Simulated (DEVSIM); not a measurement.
Structure: abrupt Si n-p junction, at 300 K.

Layer 1 from the left is Si, thickness (μm) 29.0, Nd (cm⁻³) 7.6e18, τn (s) 0.00071, τp (s) 0.00071. Layer 2 from the left is Si, thickness (μm) 170, Na (cm⁻³) 3.1e16, τn (s) 0.00071, τp (s) 0.00071.

Left contact: ohmic. Right contact: ohmic. Voltage is applied to the left contact. Recombination: SRH at mid-gap, radiative. Mobility is constant in doping.

The device is made up for the run: typed textbook-type constants, with dimensions and the other settings drawn at random. Values at 300 K.

Si: gap (eV) 1.124, affinity (eV) 4.05, permittivity 11.7, Nc (cm⁻³) 2.86e19, Nv (cm⁻³) 3.1e19, μn (cm²/Vs) 1417, μp (cm²/Vs) 470, B (cm³/s) 4.7e-15.

Model (solved in DEVSIM): 1D drift-diffusion, Boltzmann statistics, complete ionisation; no tunnelling, impact ionisation, image-force lowering or self-heating.

### Question
What does the simulation give for the dark forward voltage at 1 A/cm², the potential step across the device at zero bias?

### Answer
dark forward voltage at 1 A/cm² 0.709 V; potential step across the device at zero bias 0.911 V.
